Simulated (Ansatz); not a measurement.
Base system: CdTe in the zinc blende structure (space group F-43m, No. 216; a = 6.618 Å).

(Cell as relaxed with PBE.)

Levels (all Ansatz, a first-principles code, PAW): PBE (420 eV, no spin-orbit coupling); PBEsol (420 eV, no spin-orbit coupling).

Each level relaxes its own structure.

```
base                      PBE    PBEsol
-------------------  --------  --------
volume per atom      36.23 Å³  34.16 Å³
lattice parameter a   6.618 Å   6.489 Å
band gap              0.59 eV   0.65 eV
```

One thing is altered: Hg takes the place of Cd on all its sites, then cell and atoms are relaxed.

| quantity | PBE | PBEsol |
|---|---|---|
| volume per atom | 36.77 Å³ | 34.48 Å³ |
| band gap | zero | zero |

PBE's volume per atom lies 2.29 Å³ above PBEsol's (6.6 %); the two agree on the band gap. Neither level is exact; PBEsol is the comparison here, not a measurement.

With Hg and Te present, leaving out spin-orbit coupling can change the band edges. Whether these cells are dynamically stable was not tested. All final runs are without spin polarisation. The zero or small gap of HgTe can change with the level of theory.
